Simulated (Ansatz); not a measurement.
The starting structures come from a database of crystals and need not be the phases stable at ambient conditions.

 Where the default PAW files enter, the runs use the earlier of Ansatz's two default sets.

```xyz
8
Lattice="6.4749 0.0000 0.0000 2.1879 6.0941 0.0000 2.1435 -3.0470 3.8372" Properties=species:S:1:pos:R:3 pbc="T T T"
Zn     0.0000     0.0000     0.0000
Cu     7.5689     3.0470     1.9186
Cu     3.2375     0.0000     1.9186
Ge     4.3314     3.0470     0.0000
S      3.2282     2.2710     1.8631
S      6.4754     2.3437     0.0000
S      5.3717    -0.7761     1.9741
S      4.3939     5.3026     0.0000
```

Space group of this cell: Fmm2. The cell is strained (lengths along the current scaled by 1.03, ions clamped); by PBEsol its mean pressure is -3.0 GPa.

Transport runs along the normal of the first two printed cell vectors.

The gap is the functional's own. No spin-orbit coupling. Mid-gap values are interpolated on the energy grid.

Problem. Estimate the band gap and the smallest decay constant κ at mid-gap that PBEsol (Ansatz, a program for electronic structure) returns for this system.

Solution. Gap 0.21 eV on a 8×8×8 mesh; κ = 0.039 1/Å, at the zone centre.
